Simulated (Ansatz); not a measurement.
What uniaxial strain ε_xx = +2.25 % does to Ga2O3

Consider Ga$_{2}$O$_{3}$ in the corundum structure (space group R-3c, No. 167; a = 4.950 Å, c = 13.306 Å (hexagonal axes)). Axes: x lies along a and z along c of the hexagonal cell.

It is then changed as follows: the cell is stretched by 2.25 % along x with no lateral relaxation, atoms relaxed at fixed cell.

Calculations: LDA (Ansatz, a program for electronic structure, PAW, no spin-orbit coupling). Settings: 8×8×8 k-points, 0.05 eV Fermi–Dirac smearing.

```tsv
quantity	base	changed	shift
volume per atom	9.41 Å³	9.62 Å³	+0.21 Å³
space group	R-3c (No. 167)	C2/c (No. 15)	–
shortest interatomic distance	1.911 Å	1.917 Å	+0.006 Å
energy relative to the base (free energy F)	0 meV/atom	+5.9 meV/atom	+5.9 meV/atom
pressure (mean of the normal stresses, compression positive)	0.00 GPa	-5.25 GPa	-5.242 GPa
band gap	3.04 eV	2.76 eV	-0.28 eV
gap character	–	indirect, Γ–C (50 % along) → Γ	–
electron mass	0.24 mₑ (at Γ)	0.23 mₑ (at Γ)	–
stress (xx, yy, zz, yz, xz, xy; compression positive)	–	(-8.80, -3.97, -2.97, -0.37, 0.00, 0.00) GPa	–
```

Effective masses come from finite differences of ±0.01 Å⁻¹. Whether these cells are dynamically stable was not tested. Labels are those of the standard path for the cell's own space group.
